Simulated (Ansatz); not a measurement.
The reference is Zr in the hcp (Mg type) structure (space group P6_3/mmc, No. 194).

```
Zr
1.0
    3.24602     0.00000     0.00000
   -1.62301     2.81113     0.00000
    0.00000     0.00000     5.15071
Zr
2
Direct
  0.33333   0.66667   0.75000
  0.66667   0.33333   0.25000
```

The other end (x = 1) is Hf in the hcp (Mg type) structure (space group P6_3/mmc, No. 194): 22.35 Å³/atom, gap zero.

Computed with DFT with r2SCAN, PAW potentials and a 500 eV plane-wave cutoff in Ansatz (a first-principles code), scalar-relativistic without spin-orbit coupling.

Hf replaces a fraction x of Zr; each row is one arrangement (x, atoms in the cell, starting space group or random), fully relaxed.

One change was made to it. Results:

```csv
quantity,base,after
shortest interatomic distance,3.185 Å,3.099 Å
band gap,zero,zero
deviation of the volume from the linear (Vegard-type) interpolation,–,0.0 %
```

Q: What was done to the base?
(A) x(Hf) = 0.667, 6 atoms, C2/m
(B) x(Hf) = 0.375, 8 atoms, Pmm2
(C) x(Hf) = 0.625, 8 atoms, Pm
(D) x(Hf) = 0.375, 8 atoms, Amm2

A: C, x(Hf) = 0.625, 8 atoms, Pm. For comparison, the shortest interatomic distance in the other runs: x(Hf) = 0.375, 8 atoms, Amm2 gives 3.154 Å; x(Hf) = 0.375, 8 atoms, Pmm2 gives 3.151 Å; x(Hf) = 0.667, 6 atoms, C2/m gives 3.115 Å.

These are small ordered cells, not random alloys; other orderings at the same x differ. Stability against distortions was not tested. The final runs are not spin-polarised.
